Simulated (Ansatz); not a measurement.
The reference is a 16-atom supercell of AgI in the zinc blende structure (space group F-43m, No. 216; a = 6.628 Å) at its relaxed geometry.

Level of theory: PBE (Ansatz, a first-principles code; PAW; 420 eV plane waves; no spin-orbit coupling).

Before the change:

Pressure: 0.0 GPa

It is then changed as follows: one Ag atom is replaced by Rh, atoms relaxed at fixed cell, starting from a slightly rattled geometry.

### Question
Predict the new pressure, largest displacement of a host atom from its site in the perfect cell and shift of the substituted atom off its lattice site.

### Answer
The pressure goes from zero to -0.6 GPa; the largest displacement of a host atom from its site in the perfect cell is 0.20 Å; the shift of the substituted atom off its lattice site is 0.23 Å.

The magnetic state is the one reached from the starting moments; the real material's order can differ, and small cells can't hold many antiferromagnetic ones. The cell is small, so the values are those of an ordered compound at a high defect concentration; dilute-limit values will differ. The mesh was chosen for an insulator and is coarse for the gapless case. The defect cell is spin-polarised and ends with 2.0 μB.
